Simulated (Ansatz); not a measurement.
A self-consistent single point of CsBi2 (Fd-3m, 6 atoms in the cell) with Ansatz (an electronic-structure program)

Method: LDA (PW92), default PAW files made with PBE (plane waves; Ansatz).

The input file:

Ansatz 0.2 input:
```yaml
# CsBi2
crystal:
  lattice:
    - [0.000000, 4.879590, 4.879590]
    - [4.879590, 0.000000, 4.879590]
    - [4.879590, 4.879590, 0.000000]
  atoms:
    - { symbol: Cs, position: [0.500000, 0.500000, 0.500000] }
    - { symbol: Cs, position: [0.750000, 0.750000, 0.750000] }
    - { symbol: Bi, position: [0.625000, 0.125000, 0.125000] }
    - { symbol: Bi, position: [0.125000, 0.125000, 0.625000] }
    - { symbol: Bi, position: [0.125000, 0.625000, 0.125000] }
    - { symbol: Bi, position: [0.125000, 0.125000, 0.125000] }
kpoints:
  mp_grid: { grid: [4, 4, 4] }
hamiltonian:
  xc: lda
  pseudopotentials: { kind: paw }
scf:
  occupations: { method: cold, width: 0.1 }
output:
  forces: true
  eigenvalues: true
  stress: true
```

Output (repeated stretches shortened):

```
WARN basis.ecutwfc = 420 eV, the default
WARN ansatz: RAYON_NUM_THREADS=1 ignored (pool sized by the plan → 1); use --threads N
Pseudopotentials: kind: paw
Pseudopotential: Cs, paw, valence charge 9
Pseudopotential: Bi, paw, valence charge 15
Crystal: 6 atoms, lattice volume = 232.370 Å³
Basis set: ecut = 420 eV, 4573 PW (Γ)
Bands: 47, of which v1, the nominal top of the filled ones, is band 39 counted from 1 (38 counted from 0)
Symmetry: 48 space group operations
Space group: Fd-3m (ITA 227), of the structure as read, at distance tolerance 6.1e-5 Å
k-points: 8 of 64
PAW frozen core: Cs, regenerated for the run's functional, and the local potential with it
PAW frozen core: Bi, regenerated for the run's functional, and the local potential with it
Initial density: superposition of atomic densities (neutral atoms: chi_scale 0, normalization atom), corrected by the library's trained network
Initial wavefunctions: pseudopotential atomic-orbital guess
Eigensolver: davidson
Functional: x = slater, c = lda
SCF iter   1: F=—  HF=-59355.337538 eV  |F-HF|=—  |Δ(HF+E_count)|=         —  Δρ=3.53e-3  dr2=2.30e-2  ethr=1.77e-3  ⟨swp⟩=9.5  Hψ=1749  notcnv=0  defer=1
all-band conjugate gradients solve this SCF's bands
preconditioner: auto → Kerker (q_TF=auto, 2.274 Å⁻¹)
SCF iter   2: F=—  HF=-59355.334780 eV  |F-HF|=—  |Δ(HF+E_count)|=   2.76e-3  S|Δr|=    0.00e0  Δρ=1.88e-3  dr2=6.93e-3  ethr=2.95e-5  ⟨swp⟩=2.4  Hψ=743  notcnv=0  defer=2
SCF iter   3: F=—  HF=-59355.333221 eV  |F-HF|=—  |Δ(HF+E_count)|=   1.56e-3  S|Δr|=    0.00e0  Δρ=2.70e-4  dr2=3.52e-4  ethr=8.89e-6  ⟨swp⟩=2.0  Hψ=504  notcnv=0  defer=2
SCF iter   4: F=—  HF=-59355.333176 eV  |F-HF|=—  |Δ(HF+E_count)|=   4.55e-5  S|Δr|=    0.00e0  Δρ=5.55e-5  dr2=6.71e-6  ethr=4.52e-7  ⟨swp⟩=2.1  Hψ=531  notcnv=0  defer=2
SCF iter   5: F=—  HF=-59355.333070 eV  |F-HF|=—  |Δ(HF+E_count)|=   1.06e-4  S|Δr|=    0.00e0  Δρ=2.42e-5  dr2=2.10e-6  ethr=8.60e-9  ⟨swp⟩=2.0  Hψ=667  notcnv=0  defer=2
SCF iter   6: F=—  HF=-59355.333070 eV  |F-HF|=—  |Δ(HF+E_count)|=   1.06e-7  S|Δr|=    0.00e0  Δρ=5.03e-6  dr2=1.06e-7  ethr=2.70e-9  ⟨swp⟩=2.8  Hψ=634  notcnv=0  defer=2
SCF iter   7: F=-59355.333070 eV  HF=-59355.333070 eV  |F-HF|=1.91e-8  |Δ(HF+E_count)|=   1.01e-8  S|Δr|=    0.00e0  Δρ=1.54e-6  dr2=2.39e-8  ethr=1.28e-10  ⟨swp⟩=10.2  Hψ=1830  notcnv=0
SCF 1 converged in 7 iterations: F = -59355.333070 eV  dr2 = 2.39e-8
SCF converged after 7 iterations
Stability not checked (fill_not_monotonic)
Free energy (F): -59355.333070 eV
Harris-Foulkes:  -59355.333070 eV  (|F-HF|=1.91e-8)
Internal energy: -59355.322542 eV  (E = F + TS)
E sigma→0 (E₀):  -59355.329560 eV
Entropy (-TS):   -0.010527 eV (-1.755 meV/atom)
Fermi energy:    7.915524 eV
--- Per-component energies (eV) ---
  E_band       = -552.663309
  E_kinetic    = 1499.210313
  E_local      = -7325.914427  (includes V_loc(G=0)·N_el)
  E_nonlocal   = 2317.362807
  E_hartree    = 2495.909893
  E_xc         = -948.166058
  E_vxc        = -832.604093  (∫ρ·V_xc dr)
  E_paw        = -51217.065697  (= ΣΔE_a)
  E_vpaw       = -1202.527424  (= ΣTr[D̂ρ^β])
  E_aug_tail   = -0.002118  (compensation charges beyond the density's cutoff)
  E_ewald      = -6177.178829
  E_core_change = 0.521573  (= ΣΔE_core)
  E_smearing   = -0.010527  (= −TS)
  E_closure    = 0.000000  (closes the sum)
  Σ components = -59355.333070   (vs F -59355.333070, Δ=0.00e0)
--- Forces (eV/Å), atoms counted from 1 ---
  atom   1  Cs    -0.00000000     0.00000000    -0.00000000
   [... zero for the other atoms too ...]
  max |Σ_I F_I| component: 1.04e-17 eV/Å
--- Stress (GPa, compression-positive) ---
       -2.114782      -0.000000      -0.000000
       -0.000000      -2.114782      -0.000000
        0.000000      -0.000000      -2.114782
  P = ⅓ Tr σ = -2.1148 GPa (-21.148 kbar)
  The stress holds the Pulay correction. Without it, at fixed plane waves, as pw.x and ABINIT print it: P = -2.1283 GPa
--- Band table (eV; the first three rows and the last of 8) ---
  k-point 0: bands = ["-14.2499", "-14.1851", "-14.1851", "-14.1851", "-14.1771", "-14.1771", "-14.0717", "-14.0717", "-14.0717", "-14.0502", "-14.0502", "-14.0502", "-14.0389", "-14.0389", "-14.0389", "-14.0313", "-14.0313", "-13.9761", "-13.9761", [...]
  k-point 1: bands = ["-14.2327", "-14.1799", "-14.1799", "-14.1773", "-14.1551", "-14.1551", "-14.0813", "-14.0687", "-14.0668", "-14.0668", "-14.0548", "-14.0548", "-14.0442", "-14.0442", "-14.0389", "-14.0331", "-14.0331", "-13.9974", "-13.9974", [...]
  k-point 2: bands = ["-14.2171", "-14.1780", "-14.1780", "-14.1451", "-14.1237", "-14.0976", "-14.0976", "-14.0949", "-14.0949", "-14.0774", "-14.0590", "-14.0590", "-14.0457", "-14.0457", "-14.0389", "-14.0353", "-14.0353", "-14.0217", "-14.0217", [...]
  k-point 7: bands = ["-14.1744", "-14.1744", "-14.1627", "-14.1627", "-14.1106", "-14.1106", "-14.1046", "-14.1046", "-14.0707", "-14.0707", "-14.0617", "-14.0617", "-14.0533", "-14.0533", "-14.0363", "-14.0363", "-14.0361", "-14.0361", "-14.0140", [...]
```

The run converged in 7 iterations.

The starting cell comes from a database of computed structures (which also holds hypothetical and non-ambient phases and stackings), without a prior relaxation at this level. Spin-orbit coupling is off. Ansatz's pressure includes its estimate of the finite-basis (Pulay) stress.
